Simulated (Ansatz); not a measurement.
Effect of strain tensor (xx, yy, zz, yz, xz, xy) = (−1.44, −0.47, +0.59, +0.46, −0.51, +0.21) % on Au

The parent structure is Au in the fcc (Cu type) structure (space group Fm-3m, No. 225; a = 4.125 Å; relaxed with 0.1 eV smearing). Axes: x, y, z lie along the cube axes.

Modification: strain tensor (xx, yy, zz, yz, xz, xy) = (−1.44, −0.47, +0.59, +0.46, −0.51, +0.21) %; the atoms relax in the strained cell.

Method: r2SCAN (Ansatz, a first-principles code, PAW, no spin-orbit coupling). Settings: 27×27×27 k-points, 0.1 eV Fermi–Dirac smearing.

| quantity | base | changed | shift |
|---|---|---|---|
| volume per atom | 17.54 Å³ | 17.31 Å³ | -0.23 Å³ |
| space group | Fm-3m (No. 225) | P-1 (No. 2) | – |
| shortest interatomic distance | 2.916 Å | 2.883 Å | -0.0337 Å |
| energy relative to the base (free energy F) | 0 meV/atom | +1.9 meV/atom | +1.9 meV/atom |
| pressure (mean of the normal stresses, compression positive) | 0.0 GPa | 2.2 GPa | +2.2 GPa |
| band gap | zero | zero | – |
| stress (xx, yy, zz, yz, xz, xy; compression positive) | – | (2.3, 2.2, 2.0, -0.2, 0.2, -0.1) GPa | – |

No phonon test of stability was made.
